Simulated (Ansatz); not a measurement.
Results of r²SCAN in Ansatz (plane waves, PAW) for C11b WSi2.

Settings: plane-wave cutoff 560 eV, 24×24×24 k mesh, Fermi–Dirac smearing 0.05 eV, no spin polarisation, scalar-relativistic PAW data made under PBE.

Response to compression and expansion:

Shape and atoms are relaxed at each volume.

```
V (Å³/atom)  P (GPa)  c (Å)  a (Å)
-----------  -------  -----  -----
12.878         10.38  7.717  3.164
13.147          4.91  7.761  3.188
13.415          0.00  7.804  3.211
13.683         -4.41  7.847  3.234
13.952         -8.36  7.890  3.257
```

Note: the bulk modulus comes from volumes at which shape and atoms were relaxed.

Ansatz is a quantum-chemistry and plane-wave program.
